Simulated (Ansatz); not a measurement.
## MgS: band gap against strain

MgS (rock salt, Fm-3m, 17.394 Å³/atom at rest) under an equal strain ε in the (001) plane with the normal axis free, as in a coherent film. PBEsol in Ansatz, a plane-wave DFT program (PAW, default set), 420 eV, 11×11×11 Γ-centred mesh, Fermi-Dirac smearing 0.05 eV; ions are relaxed within the symmetry of each cell. Gaps are the smallest over the k-mesh and a band path, without spin-orbit coupling; in all rows the valence edge lies at Γ and the conduction edge at about 1.2 Å⁻¹ from Γ.

Here s stands for strain and Eg for gap.

```
strain (%)  gap (eV)
----------  --------
0.00            2.73
0.50            2.68
1.00            2.63
1.50            2.58
3.00               ?
```

Fit Eg of the 4 rows that show it with a straight line. Means: s 0.75000, Eg 2.655. About the means, the sum of products is -0.12500 and the sum of squares of s is 1.2500; the slope is their ratio. Least squares gives Eg = 2.730 - 0.1000·s. Residuals (row less fit): 0.000, 0.000, 0.000, 0.000; standard error 0.000 (degrees of freedom: 2). Over these rows the gap moves by -10 ± 0.3 eV per unit strain.

Predict the withheld Eg at s = 3.00 from the fit, and compare with the calculation.

Eg = 2.730 - 0.1000 × 3.0 = 2.430 eV. The calculation gives 2.45 eV, 0.020 eV above the prediction (7.1 % of the range of Eg in the table). The row lies outside the fitted rows, so this is an extrapolation. The fitted rows scatter only by rounding.

Rows are the converged runs of the series near zero and its far end; series whose fitted rows scatter by over a few per cent of the range, as at a crossing or softening among them, aren't shown in this form. Most that stay on the fit to the last digits aren't either.
